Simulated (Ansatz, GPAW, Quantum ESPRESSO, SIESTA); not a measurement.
# One structure in several programs: TiAu (P1, 4 atoms in the cell)

Self-consistent single point, at a second geometry (atoms moved at random). First geometry:

```xyz
4
Lattice="4.5417 0.0000 0.0000 0.0000 2.9082 0.0000 0.0000 0.0000 4.8688" Properties=species:S:1:pos:R:3 pbc="T T T"
Ti     1.1354     0.0000     3.9934
Ti     3.4063     0.0000     0.8755
Au     1.1354     1.4541     1.5780
Au     3.4063     1.4541     3.2908
```
Moments meant for the start (each program seeds them in its own way; μB, in the order of the atoms Ti Ti Au Au): 1.0 1.0 0.0 0.0.

Second geometry:
```
TiAu
1.0
    4.54169     0.00000     0.00000
    0.00000     2.90820     0.00000
    0.00000     0.00000     4.86885
Ti Au
2 2
Cartesian
  1.18409  -0.02279   3.94651
  3.32154  -0.03641   0.85521
  1.17684   1.48465   1.64612
  3.40092   1.48276   3.28986
```
Moments meant for the start (each program seeds them in its own way; μB, in the order of the atoms Ti Ti Au Au): 1.0 1.0 0.0 0.0.

Shared settings, as Ansatz (a program for electronic structure) writes them: kpoints.mp_grid.grid = 5 7 4; scf.occupations.method = fermi_dirac; scf.occupations.width = 0.05 eV. Potentials and cutoffs stand in the table.

```
code                                                                                                                                      model  ΔF from the first geometry (meV/atom)  pressure (GPa)  largest force (eV/Å)  size of the net moment (μB/atom)       cutoff
----------------  -----------------------------------------------------------------------------------------------------------------------------  -------------------------------------  --------------  --------------------  --------------------------------  -----------
SIESTA            GGA PBEsol, numerical atomic orbitals DZP, PseudoDojo PBEsol standard norm-conserving potentials (rewritten from UPF to PSML)                                   36.5            2.09                 1.500                              0.35  grid 350 Ry
Ansatz                                                                                                          PBEsol, PAW files made with PBE                                   31.6            3.78                 1.318                              0.33      default
GPAW                                                                                      PBEsol, GPAW PAW datasets PBEsol (made by gpaw-setup)                                   34.1            5.16                 1.423                              0.34       800 eV
Quantum ESPRESSO                                                                           PBEsol, GBRV 1.5 ultrasoft (PBESOL) pseudopotentials                                   31.4            3.58                 1.311                              0.33        50 Ry
```

Size of the force on each atom (eV/Å): Sizes of forces hide their directions.

| code | Ti1 | Ti2 | Au3 | Au4 |
|---|---|---|---|---|
| SIESTA | 0.831 | 0.972 | 1.500 | 0.759 |
| Ansatz | 0.720 | 0.869 | 1.318 | 0.668 |
| GPAW | 0.765 | 0.896 | 1.423 | 0.730 |
| Quantum ESPRESSO | 0.714 | 0.870 | 1.311 | 0.665 |

On Ansatz's run: spin-orbit coupling is off. The magnetic order is the one reached from the typed start; others were not searched systematically.

The spread over the programs that give each value: ΔF from the first geometry within 5.1 meV/atom; pressure within 3.07 GPa; largest force within 0.189 eV/Å; size of the net moment within 0.02 μB/atom.

SIESTA uses small atom-centred bases, whose incompleteness enters pressures, forces and empty levels differently from a plane-wave cutoff. Ansatz's pressure is given at a fixed set of plane waves, as the other plane-wave codes print theirs; with its correction for the finite basis it is 3.82 GPa. In the pressure, SIESTA (by 1.69) and GPAW (by 1.38) lie more than 1 GPa from the median of the plane-wave programs. In the force vectors, SIESTA (by 0.183) and GPAW (by 0.109) lie more than 0.08 eV/Å from the median of the plane-wave programs.

The starting cell comes from a database of computed structures (which also holds hypothetical and non-ambient phases and stackings), without a prior relaxation at this level. Its lattice was rescaled by a random factor within 2.5 % of one. For this run, on top of that: atoms moved at random.

Keys are those of Ansatz 0.2.
